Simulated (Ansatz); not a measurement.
Base system: Pt in the fcc (Cu type) structure (space group Fm-3m, No. 225; a = 3.920 Å; relaxed with 0.1 eV smearing). Axes: x, y, z lie along the cube axes.

Computed with PBEsol/PAW in Ansatz (an electronic-structure program), no spin-orbit coupling.

For the base:

- Shortest interatomic distance = 5.238 bohr
- Band gap = zero

Now apply this change: tensor shear ε_xy = +0.29 % (engineering shear γ = 0.0058), atoms relaxed at fixed cell.

Task: How does this affect the energy relative to the base, stress, shortest interatomic distance and band gap?

Result: The energy stays essentially unchanged; the stress (xx, yy, zz, yz, xz, xy; compression positive) amounts to (0.0, 0.0, 0.0, 0.0, 0.0, -0.5) GPa; the shortest interatomic distance falls by 0.015 bohr (5.238 bohr → 5.223 bohr); the band gap is still zero.

The cells carry an imposed strain or load. Whether these cells are dynamically stable was not tested. The final runs are not spin-polarised.
